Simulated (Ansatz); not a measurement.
The starting structures come from a database of crystals and need not be the phases stable at ambient conditions.

The decay constant κ of evanescent states in the gap governs leakage through a thin film.

```xyz
24
Lattice="5.6766 0.0000 0.0000 2.8383 9.1677 0.0000 0.0000 0.0000 5.6656" Properties=species:S:1:pos:R:3 pbc="T T T"
Li     5.6766     4.7962     0.0000
Li     2.8383     4.3715     0.0000
Li     2.8383     4.3715     2.8328
Li     5.6766     4.7962     2.8328
Sr     4.2287     0.0000     1.4164
Sr     1.4479     0.0000     4.2492
Nb     4.2791     2.1157     4.2492
Nb     4.2358     7.0520     1.4164
Nb     1.3975     2.1157     1.4164
Nb     7.1174     7.0520     4.2492
O      2.8383     2.1326     0.0000
O      5.6766     7.0351     0.0000
O      5.6766     7.0351     2.8328
O      2.8383     2.1326     2.8328
O      2.8383     7.4295     2.8328
O      5.6766     1.7382     2.8328
O      5.6766     1.7382     0.0000
O      2.8383     7.4295     0.0000
O      4.0811     5.1663     1.4164
O      4.4338     4.0013     4.2492
O      7.2721     5.1663     4.2492
O      1.2428     4.0013     1.4164
O      3.9908     0.0000     4.2492
O      1.6858     0.0000     1.4164
```

Space group of this cell: Cmcm. The cell is taken as given; by PBEsol its mean pressure is -8.7 GPa.

Transport runs along the normal of the first two printed cell vectors.

No gap correction and no spin-orbit coupling; mid-gap values are interpolated between computed energies.

Q: State the band gap and the smallest decay constant κ at mid-gap according to PBEsol (Ansatz, a first-principles code).

A: Gap 1.69 eV on a 6×6×6 mesh; κ = 0.206 1/Å, at (0.000, 0.500) of the in-plane reciprocal vectors. At the zone centre, at the nearest computed energy, the slowest state has κ = 0.21 1/Å.
